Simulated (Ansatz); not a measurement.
The starting structures come from a database of crystals and need not be the phases stable at ambient conditions.

Crystal: LiNbO3 (R-3, not sure to be the ambient phase, 10 atoms a cell, 11.7 Å³ an atom, -9 GPa at this level); planes in its conventional cell.

Calculation: r2SCAN (plane waves, PAW; Ansatz, an electronic-structure program).

The gap is the functional's own, uncorrected, and κ follows it; spin-orbit coupling is left out. Mid-gap values are interpolated between the computed energies.

```tsv
plane	area of the cell (Å²)	mid-gap κ (1/Å)	largest κ in the gap (1/Å)
(001)	24.2	0.49	0.52
(101)	26.8	0.49	0.49
(110)	44.4	[?]	[?]
```

### Question
The slowest decay depends on the direction. Supply the withheld values.

### Answer

- (110), mid-gap κ (1/Å): 0.44
- (110), largest κ in the gap (1/Å): 0.44
